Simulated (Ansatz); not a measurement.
## Element substitutions in hypothetical ReO3 type VBr3

The parent structure is VBr$_{3}$ in the ReO3 type structure (space group Pm-3m, No. 221; a = 5.087 Å; ferromagnetic; a hypothetical phase, not in the database extracts checked).

Each row replaces one element on all its sites; cell and atoms are relaxed.

All numbers come from DFT with PBE, PAW potentials and a 420 eV plane-wave cutoff in Ansatz (a first-principles code), no spin-orbit coupling.

```
change      density  band gap  shortest interatomic distance
-------  ----------  --------  -----------------------------
base     3.67 g/cm³      zero                        2.543 Å
V → Sc   3.17 g/cm³   1.90 eV                        2.651 Å
Br → As  4.35 g/cm³      zero                        2.361 Å
V → Cd   3.49 g/cm³      zero                        2.757 Å
V → Ta   5.09 g/cm³      zero                        2.578 Å
```

The magnetic state is the one reached from the starting moments; the real material's order can differ, and small cells can't hold many antiferromagnetic ones. Whether these cells are dynamically stable was not tested. As relaxed here, ScBr3, VAs3, CdBr3 and TaBr3 are hypothetical phases, not in the database extracts checked. Seeded moments were not kept for Br → As. No Hubbard U is applied, and correlation can decide whether such a compound is a metal. Spin-polarised in the final run: base; the other runs are not. An odd electron count without spin: CdBr3. TaBr3 has a high density of states at the Fermi level and may be magnetic at this level.
